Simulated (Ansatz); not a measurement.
Take BiP in the zinc blende structure (space group F-43m, No. 216; a = 6.5006 Å; a hypothetical phase, not in the database extracts checked) as the base.

(Cell as relaxed with PBE.)

Levels (all Ansatz, a program for electronic structure, PAW): PBE (420 eV, scalar-relativistic without spin-orbit coupling); r2SCAN (500 eV, no spin-orbit coupling).

Each level relaxes its own structure.

```csv
base,PBE,r2SCAN
volume per atom,34.34 Å³,33.79 Å³
lattice parameter a,6.501 Å,6.466 Å
band gap,zero,zero
```

It is then changed as follows: a hydrostatic pressure of 4.5 GPa.

| quantity | PBE | r2SCAN |
|---|---|---|
| shortest interatomic distance | 2.733 Å | (withheld) |
| band gap | zero | (withheld) |

Q: Given the PBE results, estimate those of r2SCAN.

A: 
- shortest interatomic distance, r2SCAN: 2.723 Å
- band gap, r2SCAN: zero

PBE's shortest interatomic distance lies 0.010 Å above r2SCAN's (0.4 %); the two agree on the band gap. Neither level is exact; r2SCAN is the comparison here, not a measurement.

Load acts through the strain it causes; cell and atoms are relaxed under it. Whether these cells are dynamically stable was not tested. All final runs are without spin polarisation.
